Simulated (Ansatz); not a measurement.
Zinc-blende KH (model structure) was calculated with r²SCAN in Ansatz (plane waves, PAW).

Settings: plane-wave cutoff 500 eV, 10×10×10 k mesh, gaussian smearing 0.02 eV, scalar-relativistic PAW data made under PBE.

Cell (relaxed at this level):

Space group F-43m (No. 216); a = b = c = 6.1996 Å, α = β = γ = 90.00°

```json
[
 {"atom": "K", "site": "4a", "symmetry": "-43m", "x": "0.0000", "y": "0.0000", "z": "0.0000"},
 {"atom": "H", "site": "4d", "symmetry": "-43m", "x": "0.7500", "y": "0.7500", "z": "0.7500"}
]
```
(The calculation used a cell of 2 atoms; values per cell refer to that cell.)

**Question.** Predict the band gap.

**Answer.** 
* **band gap**: 3.95 eV (on the SCF k mesh)

Note: the relaxation could raise the start's symmetry but not lower it, so the cell can be a saddle point.

Computed values are for the static lattice.

Computing time: about 18 core-seconds (a rough figure).

A model structure was made by putting elements into a prototype or built by hand; it is no filed structure, need not be a known phase, and can be a saddle point held by its symmetry.

Ansatz is an electronic-structure program.
